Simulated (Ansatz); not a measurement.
Base system: BN in the zinc blende structure (space group F-43m, No. 216; a = 3.606 Å). Axes: x, y, z lie along the cube axes.

One thing is altered: a free-standing slab of 5 layers (10 atoms, 2 a layer) is cut normal to [110], with 15 Å of vacuum and the in-plane cell held at bulk.

Level of theory: Ansatz (an electronic-structure program), PBEsol, PAW, cutoff 420 eV, scalar-relativistic without spin-orbit coupling.

Problem. Give the band edges at the high-symmetry points of the new zone, measured from its valence-band maximum.

Solution. 
```csv
point,valence edge (eV),conduction edge (eV)
Γ,-0.12,4.30
X,-0.36,2.14
Z,-0.40,4.41
U,0.00,3.58
```

The gap is 2.14 eV, indirect, U → X.

Whether these cells are dynamically stable was not tested. Labels are those of the standard path for the cell's own space group.
